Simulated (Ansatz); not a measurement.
Take GaN in the zinc blende structure (space group F-43m, No. 216; a = 4.4979 Å) as the base. Axes: x, y, z lie along the cube axes.

All numbers come from DFT with r2SCAN, PAW potentials and a 500 eV plane-wave cutoff in Ansatz (a first-principles code), no spin-orbit coupling.

Strains are applied to the cell and any free atomic positions relax.

One change was made to it. Results:

| quantity | base | after |
|---|---|---|
| band gap | 2.17 eV | 2.13 eV |
| valence-band top at Γ (three highest levels, from the VBM) | 0.00, 0.00, 0.00 eV | 0.00, -0.04, -0.07 eV |

**Question.** What was done to the base?
(A) tensor shear ε_xy = +1.71 %
(B) tensor shear ε_xy = +1.14 %
(C) tensor shear ε_xy = +0.57 %

**Answer.** C, tensor shear ε_xy = +0.57 %. For comparison, the band gap in the other runs: tensor shear ε_xy = +1.14 % gives 2.08 eV; tensor shear ε_xy = +1.71 % gives 2.03 eV.

Whether these cells are dynamically stable was not tested. This is not the structure that GaN has at room temperature and ambient pressure.
